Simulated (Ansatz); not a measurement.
A calculation on NiAs-type NiSb returned lattice constant a 3.975 Å, lattice parameter c 5.160 Å, equilibrium volume per atom 17.66 Å³/atom, bulk modulus 111 GPa.

For reference: lattice constant a 3.946 Å (measured, temperature not stated, not corrected to a static lattice; as tabulated in Wikipedia's data pages); lattice parameter c 5.148 Å (measured, temperature not stated, no zero-point or thermal correction; as tabulated in Wikipedia's data pages).

Problem. Which level of theory produced these numbers?
A) PBE+SOC (Ansatz (a first-principles code))
B) revPBE (Ansatz)
C) r²SCAN+rVV10 (Ansatz)
D) PBEsol-D3(BJ) (Ansatz)

Solution. A, PBE+SOC (Ansatz)

The others give: r²SCAN+rVV10 3.916 Å, 5.097 Å, 16.92 Å³/atom, 130 GPa; revPBE 3.999 Å, 5.192 Å, 17.98 Å³/atom, 105 GPa; PBEsol-D3(BJ) 3.867 Å, 5.018 Å, 16.25 Å³/atom, 141 GPa.

Unless a cell is named, each level is at its own relaxed cell (PBE+SOC 17.65, PBEsol-D3(BJ) 16.25, r²SCAN+rVV10 16.93, revPBE 17.97 Å³/atom).

The crystal itself was run without spin with r²SCAN+rVV10, revPBE, PBEsol-D3(BJ); a magnetic state was not tried in these runs.

Ansatz's density-functional and Hartree–Fock values are scalar-relativistic unless marked +SOC, with PAW data made under PBE.
